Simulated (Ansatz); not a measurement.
## L1₂ (Cu3Au-type) Pt3Ti: bulk modulus B0 by level of theory

No measured value is used here.

| level (code) | value (GPa) | cell (Å³/atom) |
|---|---|---|
| LDA (Ansatz) | 283 | 14.53 |
| PBE (Ansatz) | 235 | 15.38 |
| PBE+SOC (Ansatz) | 235 | 15.36 |
| PBEsol (Ansatz) | 266 | 14.82 |
| PBEsol+SOC (Ansatz) | 266 | 14.80 |
| r²SCAN (Ansatz) | 258 | 15.07 |
| r²SCAN+SOC (Ansatz) | 258 | 15.04 |
| HSE06 (Ansatz) | 264 | 14.94 |
| PBE0 (Ansatz) | 266 | 14.95 |

The crystal itself was run without spin with r²SCAN, HSE06, PBE0; a magnetic state was not tried in these runs. Density-functional levels without +SOC have no spin–orbit coupling. HSE06, PBE0: the run has no spin polarisation, so it can have missed a magnetic state. Each level is taken at its own relaxed cell. Cutoffs and k meshes differ between the levels. Ansatz's density-functional and Hartree–Fock values are scalar-relativistic unless marked +SOC, with PAW data made under PBE.

Ansatz is a program for electronic structure.
